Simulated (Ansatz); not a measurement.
Consider CdS in the wurtzite structure (space group P6_3mc, No. 186; a = 4.074 Å, c = 6.637 Å). Axes: x lies along a and z along c of the hexagonal cell.

Level of theory: Ansatz (a quantum-chemistry and plane-wave program), LDA, PAW, cutoff 420 eV, no spin-orbit coupling.

For the base:

| Property | Result |
|---|---|
| Pressure | 0.00 GPa |
| Shortest interatomic distance | 2.491 Å |

Perturbation: the cell is compressed by 0.60 % along z with no lateral relaxation; the atoms relax in the strained cell.

Q: Predict the new energy relative to the base.

A: The energy stays essentially unchanged.

Q: What happens to the pressure?

A: The pressure (mean of the normal stresses, compression positive) goes from zero to 0.42 GPa.

Q: What does the calculation give for the shortest interatomic distance after the change?

A: The shortest interatomic distance drops by 0.0045 Å to 2.487 Å.

Whether these cells are dynamically stable was not tested.
